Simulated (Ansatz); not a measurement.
GaAs (model structure, from the CsCl type, Pm-3m, No. 221), treated with PBE in Ansatz (PAW).

Input file:

Ansatz 0.2 input:
```yaml
crystal:
  lattice:
    - [3.3069996262, 0.0, 0.0]
    - [0.0, 3.3069996262, 0.0]
    - [0.0, 0.0, 3.3069996262]
  atoms:
    - { symbol: Ga, position: [0.0, 0.0, 0.0] }
    - { symbol: As, position: [0.5, 0.5, 0.5] }
basis:
  ecutwfc: 520
  ecutrho_ratio: 4
  xc_grid: 2
kpoints:
  mp_grid: { grid: [16, 16, 16] }
hamiltonian:
  xc: pbe
  dispersion: none
  pseudopotentials: { kind: paw }
scf:
  occupations: { method: fermi_dirac, width: 0.05 }
  convergence: { dr2_threshold: 0.0000000002 }
output:
  forces: true
  stress: true
  eigenvalues: true
```

From the output:

```
Crystal: 2 atoms, lattice volume = 36.166 Å³
Basis set: ecut = 520 eV, 949 PW (Γ), exchange–correlation on 50×50×50 points (8 copies of the dense FFT grid, shifted against one another)
Bands: 18, of which v1, the nominal top of the filled ones, is band 14 counted from 1 (13 counted from 0)
Symmetry: 48 space group operations
Space group: Pm-3m (ITA 221), of the structure as read, at distance tolerance 3.3e-5 Å
k-points: 165 of 4096
Functional: x = pbe(κ = 0.804, μ = 0.2195149727645171), c = pbe(β = 0.06672455060314922)
SCF iter   1: F=—  HF=-8638.760191 eV  |F-HF|=—  |Δ(HF+E_count)|=         —  Δρ=1.97e-3  dr2=1.93e-3
SCF iter   2: F=—  HF=-8638.759642 eV  |F-HF|=—  |Δ(HF+E_count)|=   5.49e-4  Δρ=9.82e-4  dr2=6.15e-4
  ...
SCF iter   7: F=—  HF=-8638.759516 eV  |F-HF|=—  |Δ(HF+E_count)|=   3.04e-8  Δρ=2.31e-6  dr2=1.02e-9
SCF iter   8: F=-8638.759516 eV  HF=-8638.759516 eV  |F-HF|=2.73e-11  |Δ(HF+E_count)|=  7.73e-10  Δρ=1.45e-7  dr2=3.95e-12
SCF 1 converged in 8 iterations: F = -8638.759516 eV  dr2 = 3.95e-12
SCF converged after 8 iterations
Free energy (F): -8638.759516 eV
Internal energy: -8638.750544 eV  (E = F + TS)
E sigma→0 (E₀):  -8638.755030 eV
Fermi energy:    11.785591 eV
--- Stress (GPa, compression-positive) ---
        3.787063       0.000000       0.000000
       -0.000000       3.787063       0.000000
        0.000000       0.000000       3.787063
  P = ⅓ Tr σ = 3.7871 GPa (37.871 kbar)
```

Note: the cell keeps the symmetry of its start, so it can be a saddle point. Note: cell and atoms aren't relaxed at this level (pressure 3.8 GPa).

The result took about 13 core-seconds (a rough figure).

A model structure was made by putting elements into a prototype or built by hand; it is no filed structure, need not be a known phase, and can be a saddle point held by its symmetry.

Ansatz is a quantum-chemistry and plane-wave program.
